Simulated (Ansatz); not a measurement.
**A constructed model of the (100) surface of fcc Pd, a pseudomorphic layer of Mg in the host's stacking (bottom of the slab: a bare face, its two planes held)**

Method: PBE (plane waves to 420 eV, PAW; Ansatz, an electronic-structure program).

Set-up: 7 atoms, 12.0 Å thick at the start; mesh 13x13x1; 0.1 eV smearing; dipole correction on; 2 atoms held, the rest relaxed; held to the start's symmetry, so lower structures may exist; no spin, no spin-orbit, no U. It is one candidate, not shown to be the stable structure of the face.

* **work function of the top face**: 3.70 eV
* **energy released by relaxation**: 0.21 eV
* **cost**: about 2.2 core-minutes (a rough figure)
